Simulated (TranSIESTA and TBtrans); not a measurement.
Run with TranSIESTA and TBtrans (open boundaries, self-consistent; PseudoDojo norm-conserving potentials, scalar-relativistic): PAO.BasisSize DZP, PAO.EnergyShift 0.15 eV, XC.Authors PBE, Mesh.Cutoff 200 Ry, ElectronicTemperature 300 K, TS.Voltage 0.0 eV, TBT.Elecs.Eta 0.001 eV, no spin polarisation.

Junction: Ge chain with one S atom inserted. Leads: straight Ge chain, spacing 2.4 Å. Geometry: 3 atoms about the centre moved by SIESTA (PBE, DZP) to a largest force of 0.01 eV/Å, all others as built, motion along the axis alone.

Task: Give the largest eigenchannel transmissions at the Fermi level (four at most) and the total.

Result: 0.89, 0.80, 0.80; total 2.49. The straight chain is held at its spacing; free chains may zigzag or dimerise. No spin-polarised start was tried, so a magnetic state, if there is one, is missed.
